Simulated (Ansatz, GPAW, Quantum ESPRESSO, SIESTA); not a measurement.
Os (P6_3/mmc, 4 atoms in the cell) computed with different codes at matched settings

Relaxation of cell and atoms.

```
CELL_PARAMETERS angstrom
      2.75459     0.00000     0.00000
     -1.37729     2.38555     0.00000
      0.00000     0.00000     8.86291
ATOMIC_POSITIONS crystal
  Os 0.00000 0.00000 0.00000
  Os 0.00000 0.00000 0.50000
  Os 0.33333 0.66667 0.25000
  Os 0.66667 0.33333 0.75000
```

Shared settings, as Ansatz (a quantum-chemistry and plane-wave program) writes them: kpoints.mp_grid.grid = 9 9 3; scf.occupations.method = gaussian; scf.occupations.width = 0.1 eV. Potentials and cutoffs stand in the table.

```tsv
code	model	final volume (Å³/atom)	cutoff
GPAW	PBE, GPAW PAW datasets PBE (gpaw-data 1.0.1)	14.24	550 eV
Ansatz	PBE, default PAW files	14.33	default
SIESTA	GGA PBE, numerical atomic orbitals DZP, PseudoDojo PBE standard norm-conserving potentials (rewritten from UPF to PSML)	14.43	grid 400 Ry
Quantum ESPRESSO	PBE, SSSP 1.1.2 efficiency (PBE) pseudopotentials	14.32	40 Ry
```

On Ansatz's run: spin-orbit coupling is off. Spin polarisation is off.

The spread over the programs that give each value: final volume within 0.19 Å³/atom.

SIESTA uses small atom-centred bases, whose incompleteness enters pressures, forces and empty levels differently from a plane-wave cutoff. The programs treat the finite-basis stress differently while the cell relaxes: Ansatz adds an estimate of it.

The starting cell was generated: these elements placed on a structure prototype, without a prior relaxation; it need not be a known phase or ordering of this composition. Its lattice was rescaled by a random factor within 2.5 % of one.

Keys are those of Ansatz 0.2.
